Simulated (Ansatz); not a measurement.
Start from Pt in the fcc (Cu type) structure (space group Fm-3m, No. 225; relaxed with 0.1 eV smearing).

```
CELL_PARAMETERS angstrom
      0.00000     1.94769     1.94769
      1.94769     0.00000     1.94769
      1.94769     1.94769     0.00000
ATOMIC_POSITIONS crystal
  Pt 0.00000 0.00000 0.00000
```

Cartesian axes are those of the cell as printed.

Computed with Kohn–Sham DFT with the LDA functional, run in Ansatz (a quantum-chemistry and plane-wave program) with PAW and 420 eV plane waves, spin-orbit coupling left out.

Base values:

| Item | Value |
|---|---|
| Pressure | 0.0 GPa |

Now apply this change: uniaxial strain ε_zz = +1.00 %, all other strain components held at zero; the atoms relax in the strained cell.

Problem. What happens to the energy relative to the base?

Solution. The energy increases by 1.7 meV/atom.

Problem. Predict the new pressure.

Solution. The pressure (mean of the normal stresses, compression positive) goes from zero to -2.9 GPa.

No phonon test of stability was made. The final runs are not spin-polarised.
